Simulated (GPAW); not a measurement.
Input and output of a self-consistent single point for MnSi (P2_13, 8 atoms in the cell) (GPAW).

Method: LDA (Perdew-Wang 92), GPAW PAW datasets LDA (gpaw-data 1.0.1) (plane waves; GPAW 25.7.0).

```
MnSi
1.0
    4.48425     0.00000     0.00000
    0.00000     4.48425     0.00000
    0.00000     0.00000     4.48425
Mn Si
4 4
Cartesian
  1.63020   0.61192   3.87233
  0.61192   3.87233   1.63020
  3.87233   1.63020   0.61192
  2.85405   2.85405   2.85405
  2.93369   3.79269   0.69156
  3.79269   0.69156   2.93369
  0.69156   2.93369   3.79269
  1.55056   1.55056   1.55056
```
Moments meant for the start (each program seeds them in its own way; μB, in the order of the atoms Mn Mn Mn Mn Si Si Si Si): 4.0 4.0 4.0 4.0 0.0 0.0 0.0 0.0.

Reference input (self-consistent single point, DFT PBE, plane waves, GPAW PAW datasets PBE (gpaw-data 1.0.1)): spinpol = true; mode = pw; ecut = 800 eV; xc = PBE; kpts = 5 5 5; mesh shift (steps) = 0 0 0; occupations.name = fermi-dirac; occupations.width = 0.05 eV; nbands = -16; convergence.forces = 0.001 eV/Å; symmetry.symmorphic = false; symmetry.tolerance = 0.0005. This run's input differs from it in these lines:

```diff
@@ -22,3 +22,3 @@
             mode=PW(800),
-            xc='PBE',
+            xc='LDA',
             kpts=(5, 5, 5),
```

Its files differ too (potentials: GPAW PAW datasets LDA (gpaw-data 1.0.1)).

Log, with long lists cut:

```
     iter     time        total  log10-change:         magmom
                         energy   eigst   dens  force
iter:   1 --:--:--   -68.307819                          +16.0337
iter:   2 --:--:--   -70.714353   -0.51  -1.38           +10.6009
iter:   3 --:--:--   -71.261133   -1.49  -1.39           +7.0043
iter:   4 --:--:--   -71.566587   -1.96  -1.53           +4.2758
iter:   5 --:--:--   -71.606059   -2.49  -1.89           +3.6644
iter:   6 --:--:--   -71.685794   -3.19  -2.14           +3.3122
iter:   7 --:--:--   -71.585627   -2.68  -2.05           +3.3077
iter:   8 --:--:--   -71.581289   -4.69  -2.73           +3.3110
   [... lines left out ...]
iter:  11 --:--:--   -71.580118c  -6.05  -3.76           +3.2669
iter:  12 --:--:--   -71.579801c  -6.04  -3.85           +3.2247
iter:  13 --:--:--   -71.579824c  -7.38  -3.83           +3.2262
iter:  14 --:--:--   -71.579800c  -6.48  -3.75           +3.2255
iter:  15 --:--:--   -71.579802c  -8.04c -4.26c          +3.2257
iter:  16 --:--:--   -71.579839c  -7.45c -4.33c -2.57    +3.2310
iter:  17 --:--:--   -71.579827c  -8.62c -4.75c -2.95    +3.2296
iter:  18 --:--:--   -71.579825c  -8.63c -4.84c -2.85    +3.2294
iter:  19 --:--:--   -71.579824c  -9.35c -5.21c -3.27c   +3.2293
Converged after 19 iterations.

Dipole moment: (0.000000, -0.000000, -0.000000) |e|*Ang

Total magnetic moment: (0.000000, 0.000000, 3.229272)
Local magnetic moments:
   0 Mn ( 0.000000,  0.000000,  0.821080)
   1 Mn ( 0.000000,  0.000000,  0.821080)
   2 Mn ( 0.000000,  0.000000,  0.821080)
   3 Mn ( 0.000000,  0.000000,  0.821080)
   4 Si ( 0.000000,  0.000000, -0.026255)
   5 Si ( 0.000000,  0.000000, -0.026255)
   6 Si ( 0.000000,  0.000000, -0.026255)
   7 Si ( 0.000000,  0.000000, -0.026255)

Energy contributions relative to reference atoms: (reference = -157256.740628)

Kinetic:        +26.069026
Potential:      -15.610313
External:        +0.000000
XC:             -82.734497
Entropy (-ST):   -0.046803
Local:           +0.719361
SIC:             +0.000000
--------------------------
Free energy:    -71.603226
   [... lines left out ...]
Fermi level: 10.78496
No gap
   [... lines left out ...]
  2 Mn    0.01053    0.01053   -0.01053
  3 Mn   -0.01053   -0.01053   -0.01053
  4 Si    0.07285   -0.07285    0.07285
  5 Si   -0.07285    0.07285    0.07285
  6 Si    0.07285    0.07285   -0.07285
  7 Si   -0.07285   -0.07285   -0.07285

Stress tensor:
     0.041587    -0.000000     0.000000
    -0.000000     0.041587     0.000000
     0.000000     0.000000     0.041587
Stress (GPa, Voigt): [ 6.6629  6.6629  6.6629  0.      0.     -0.    ]
```

The run converged in 19 iterations. GPAW prints stress with tension positive. Against the reference run the pressure goes from 6.74 to -6.66 GPa, the largest force goes from 0.143 to 0.126 eV/Å and the size of the net moment goes from 0.46 to 0.40 μB/atom.

The starting cell comes from a database of computed structures (which also holds hypothetical and non-ambient phases and stackings), without a prior relaxation at this level. The moments shrank to a small part of their start, a low-spin state that need not be the lowest. With a pressure of about -7 GPa the cell is away from its equilibrium volume at this level.

Cost on one core of a shared machine: roughly 90 s.
